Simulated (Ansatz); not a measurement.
## Ge3N4: pressure series

The parent structure is Ge₃N₄ (space group P6_3/m, No. 176; a = 8.129 Å, c = 3.114 Å).

Cell and atoms are relaxed at each pressure.

Method: PBE/PAW in Ansatz (an electronic-structure program), without spin-orbit coupling.

```json
[
 {"case": "base", "electron mass": "0.21 mₑ along c, 0.24 mₑ across (at Γ)", "lattice parameter a": "8.129 Å", "c/a ratio": "0.383", "band gap": "1.82 eV"},
 {"case": "pressure −2 GPa", "electron mass": "0.20 mₑ along c, 0.23 mₑ across (at Γ)", "lattice parameter a": "(withheld)", "c/a ratio": "0.383", "band gap": "1.69 eV"},
 {"case": "pressure −1 GPa", "electron mass": "0.20 mₑ along c, 0.24 mₑ across (at Γ)", "lattice parameter a": "8.146 Å", "c/a ratio": "0.383", "band gap": "1.76 eV"},
 {"case": "pressure 0.3 GPa", "electron mass": "0.21 mₑ along c, 0.24 mₑ across (at Γ)", "lattice parameter a": "8.125 Å", "c/a ratio": "0.383", "band gap": "1.84 eV"},
 {"case": "pressure 0.7 GPa", "electron mass": "0.21 mₑ along c, 0.24 mₑ across (at Γ)", "lattice parameter a": "8.118 Å", "c/a ratio": "0.383", "band gap": "(withheld)"},
 {"case": "pressure 1.5 GPa", "electron mass": "0.21 mₑ along c, 0.25 mₑ across (at Γ)", "lattice parameter a": "8.105 Å", "c/a ratio": "0.383", "band gap": "1.92 eV"},
 {"case": "pressure 3 GPa", "electron mass": "0.22 mₑ along c, 0.25 mₑ across (at Γ)", "lattice parameter a": "(withheld)", "c/a ratio": "0.383", "band gap": "2.01 eV"},
 {"case": "pressure 5 GPa", "electron mass": "0.22 mₑ along c, 0.26 mₑ across (at Γ)", "lattice parameter a": "8.052 Å", "c/a ratio": "0.384", "band gap": "2.12 eV"},
 {"case": "pressure 7.5 GPa", "electron mass": "0.23 mₑ along c, 0.27 mₑ across (at Γ)", "lattice parameter a": "8.016 Å", "c/a ratio": "0.384", "band gap": "2.26 eV"},
 {"case": "pressure 10 GPa", "electron mass": "0.23 mₑ along c, 0.28 mₑ across (at Γ)", "lattice parameter a": "7.982 Å", "c/a ratio": "0.384", "band gap": "(withheld)"}
]
```

Problem. What belongs in the blanks?

Solution. 
- pressure −2 GPa, lattice parameter a: 8.163 Å
- pressure 0.7 GPa, band gap: 1.87 eV
- pressure 3 GPa, lattice parameter a: 8.082 Å
- pressure 10 GPa, band gap: 2.39 eV

Load acts through the strain it causes; cell and atoms are relaxed under it. Effective masses come from finite differences of ±0.01 Å⁻¹. Stability against distortions was not tested. No other phases were tried under pressure.
